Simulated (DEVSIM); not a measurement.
Device: abrupt Si n-p junction, at 300 K.

```tsv
layer (left to right)	material	thickness (μm)	Nd (cm⁻³)	Na (cm⁻³)	τn (s)	τp (s)
1	Si	0.150	2.6e16	-	8.8e-6	8.8e-6
2	Si	22.0	-	2.2e14	8.8e-6	8.8e-6
```

Left contact: ohmic. Right contact: ohmic. Voltage is applied to the left contact. Recombination: SRH at mid-gap, radiative, Auger. Mobility is μmin + (μ − μmin)/(1 + (N/Nref)^α).

The device is made up for the run: typed textbook-type constants, with dimensions and the other settings drawn at random. Values at 300 K.

```csv
parameter,Si
gap (eV),1.124
affinity (eV),4.05
permittivity,11.7
Nc (cm⁻³),2.86e19
Nv (cm⁻³),3.1e19
μn (cm²/Vs),1417
μp (cm²/Vs),470
"μn,min",52
"μp,min",45
"Nref,n",9.7e16
"Nref,p",2.2e17
αn,0.68
αp,0.72
B (cm³/s),4.7e-15
Cn (cm⁶/s),2.8e-31
Cp (cm⁶/s),9.9e-32
```

DEVSIM, 1D drift-diffusion, Boltzmann statistics, complete ionisation; no tunnelling, impact ionisation, image-force lowering or self-heating.

The thickness of layer 1 was swept, all else fixed.

| thickness of layer 1 (μm) | dark forward voltage at 100 A/cm² (V) | largest field in the device at zero bias (V/cm) |
|---|---|---|
| 0.03 | 1.413 | 11000 |
| 0.052 | 1.348 | 10000 |
| 0.09 | 1.262 | 10000 |
| 0.15 | 1.183 | 10000 |
| 0.26 | 1.108 | 10000 |
| 0.45 | 1.043 | 10000 |
| 0.75 | 0.990 | 10000 |

From the first row to the last the dark forward voltage at 100 A/cm² goes from 1.413 to 0.990. From the first row to the last the largest field in the device at zero bias goes from 11000 to 10000.
